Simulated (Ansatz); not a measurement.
Start from InSb in the wurtzite structure (space group P6_3mc, No. 186; a = 4.597 Å, c = 7.565 Å; a hypothetical phase, not in the database extracts checked).

Modification: a hydrostatic pressure of 5 GPa.

Levels (all Ansatz, a quantum-chemistry and plane-wave program, PAW): PBEsol (420 eV, no spin-orbit coupling); HSE06 (420 eV, no SOC).

The geometry is relaxed with PBEsol.

| Item | Value |
|---|---|
| PBEsol band gap | 0.19 eV |

Q: Predict the band gap from HSE06.

A: The band gap increases by 0.82 eV (0.19 eV → 1.01 eV).

Single points use the geometry relaxed with PBEsol. Spin-orbit coupling, missing from the scalar runs, can matter with Sb. Load acts through the strain it causes; cell and atoms are relaxed under it. Stability against distortions was not tested. No other phases were tried under pressure. All final runs are without spin polarisation. The zero or small gap of InSb can change with the level of theory.
